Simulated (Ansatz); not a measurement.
Reference: ZnS (F-43m), r2SCAN with spin-orbit coupling, rigid bands (plane waves, PAW; Ansatz, a first-principles code); axes and stresses refer to this cell.

```xyz
2
Lattice="0.0000 2.6952 2.6952 2.6952 0.0000 2.6952 2.6952 2.6952 0.0000" Properties=species:S:1:pos:R:3 pbc="T T T"
Zn     0.0000     0.0000     0.0000
S      1.3476     1.3476     1.3476
```

- Seebeck coefficient, p-type 1e19 cm⁻³ = 387 μV/K
- band gap = 2.68 eV
- Seebeck coefficient, n-type 1e19 cm⁻³ = -116 μV/K

Change: hydrostatic pressure -2 GPa. What happens to Seebeck coefficient, p-type 1e19 cm⁻³, band gap, Seebeck coefficient, n-type 1e19 cm⁻³?

Seebeck coefficient, p-type 1e19 cm⁻³ moves little, to 390 μV/K; band gap falls to 2.55 eV; Seebeck coefficient, n-type 1e19 cm⁻³ moves little, to -114 μV/K.

Change: hydrostatic pressure 2 GPa. What happens to Seebeck coefficient, p-type 1e19 cm⁻³, band gap, Seebeck coefficient, n-type 1e19 cm⁻³?

Seebeck coefficient, p-type 1e19 cm⁻³ moves little, to 385 μV/K; band gap increases to 2.79 eV; Seebeck coefficient, n-type 1e19 cm⁻³ moves little, to -118 μV/K.

Change: uniaxial stress zz = -2 GPa (compression positive). What happens to Seebeck coefficient, p-type 1e19 cm⁻³, band gap, Seebeck coefficient, n-type 1e19 cm⁻³?

Seebeck coefficient, p-type 1e19 cm⁻³ drops to 344 μV/K; band gap decreases to 2.58 eV; Seebeck coefficient, n-type 1e19 cm⁻³ moves little, to -115 μV/K.

Change: uniaxial stress zz = 2 GPa (compression positive). What happens to Seebeck coefficient, p-type 1e19 cm⁻³, band gap, Seebeck coefficient, n-type 1e19 cm⁻³?

Seebeck coefficient, p-type 1e19 cm⁻³ falls to 276 μV/K; band gap moves little, to 2.62 eV; Seebeck coefficient, n-type 1e19 cm⁻³ moves little, to -116 μV/K.

Seebeck coefficients are for the stated density at 300 K, with one relaxation time for all states and whether or not that doping can be reached. Stresses and pressures are the targets of the relaxation.  The structure type is held under load, also where the real crystal would transform.
